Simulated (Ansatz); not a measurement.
# HfN (Fm-3m): band-structure transport figures

Input:

```
CELL_PARAMETERS angstrom
      0.00000     2.25620     2.25620
      2.25620     0.00000     2.25620
      2.25620     2.25620     0.00000
ATOMIC_POSITIONS crystal
  Hf 0.00000 0.00000 0.00000
  N  0.50000 0.50000 0.50000
```

Computed with PBEsol, rigid bands (plane waves, PAW, scalar-relativistic; Ansatz, an electronic-structure program). Condition of this run: hydrostatic pressure -2 GPa (the target of the relaxation). Cell: cell and atoms relaxed with PBEsol, then loaded as said.

```json
{
 "density of states at the Fermi level": "0.607 states/(eV·cell), both spins",
 "bare Sommerfeld coefficient": "0.72 mJ/(mol of atoms·K²)",
 "drude_plasma_energy": "9.3 eV",
 "root-mean-square Fermi velocity": "1.1e6 m/s",
 "resistivity times τ": "5.7 ×10⁻²² Ω·m·s"
}
```

A metal at this level (no band gap); rigid bands, thermally averaged at 300 K, both spins. Spin-orbit coupling is left out, which matters with elements this heavy. τ is one relaxation time for all states.
